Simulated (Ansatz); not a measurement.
Response to strain in MgO

The reference is MgO in the rock salt structure (space group Fm-3m, No. 225; a = 4.204 Å). Axes: x, y, z lie along the cube axes.

Strains are applied to the cell and any free atomic positions relax.

Method: r2SCAN, PAW, 500 eV (Ansatz, a program for electronic structure; no SOC).

Candidates:
(a) uniaxial strain ε_zz = −3.00 %
(b) uniaxial strain ε_zz = −0.50 %
(c) uniaxial strain ε_zz = −2.00 %
(d) uniaxial strain ε_zz = −1.00 %

Before the change:

```
Item       Result
--------  -------
Band gap  5.68 eV
```

Task: Order them by band gap, lowest first.

Result: (b) uniaxial strain ε_zz = −0.50 % (5.73 eV), (d) uniaxial strain ε_zz = −1.00 % (5.78 eV), (c) uniaxial strain ε_zz = −2.00 % (5.87 eV), (a) uniaxial strain ε_zz = −3.00 % (5.97 eV)

No phonon test of stability was made.
